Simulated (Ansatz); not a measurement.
**A computed series for hypothetical P6_422 BeS: carrier doping**

The parent structure is BeS (space group P6_422, No. 181; a = 3.452 Å, c = 7.812 Å; a hypothetical phase, not in the database extracts checked).

Carriers are added at fixed cell with a uniform background; the Fermi–Dirac width is that of 300 K.

Levels (all Ansatz, a first-principles code, PAW): PBE (420 eV, no spin-orbit coupling); PBEsol (420 eV, no spin-orbit coupling).

The base cell above is that of PBE; each level relaxes its own structures.

| case | gap between the host's bands, PBE | gap between the host's bands, PBEsol |
|---|---|---|
| electrons 3.0×10^21 cm⁻³ | 2.64 eV | 2.46 eV |
| electrons 7.0×10^21 cm⁻³ | 2.60 eV | 2.44 eV |
| electrons 1.0×10^22 cm⁻³ | 2.57 eV | 2.42 eV |
| electrons 2.0×10^22 cm⁻³ | 2.50 eV | 2.36 eV |
| holes 3.0×10^21 cm⁻³ | 2.75 eV | 2.56 eV |
| holes 7.0×10^21 cm⁻³ | 2.84 eV | 2.65 eV |
| holes 1.0×10^22 cm⁻³ | 2.91 eV | 2.72 eV |
| holes 2.0×10^22 cm⁻³ | 3.16 eV | 2.95 eV |

PBE lies above PBEsol in every row, by 0.14 eV to 0.21 eV. They put the cases in the same order.

Carriers are added with a uniform compensating background; total energy and stress of such cells depend on the potential's zero and are not compared; many-body gap narrowing is missing at this level. No phonon test of stability was made. The base started in P3_121 and relaxed to P6_422 at this level.
